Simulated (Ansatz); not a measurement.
Data:

```
Si
1.0
    0.00000     2.69832     2.69832
    2.69832     0.00000     2.69832
    2.69832     2.69832     0.00000
Si
2
Cartesian
  1.34916   1.34916   1.34916
  0.00000   0.00000   0.00000
```

These are PBEsol with spin-orbit coupling, rigid bands (plane waves, PAW; Ansatz, a program for electronic structure) values and carry that method's errors. Condition of this run: hydrostatic pressure 2 GPa (the target of the relaxation). How the cell was made: cell and atoms relaxed with PBEsol, then loaded as said.

Q: What conductivity effective mass do dilute holes have at 300 K?

A: 0.35 mₑ.

Q: Predict the electron conductivity mass (n e² τ/σ) at 300 K, by direction if it differs.

A: 0.28 mₑ.

Q: And the band gap?

A: 0.41 eV at this level; semilocal functionals usually fall short of the measured gap.

Rigid bands, one relaxation time for all states, no polarons.
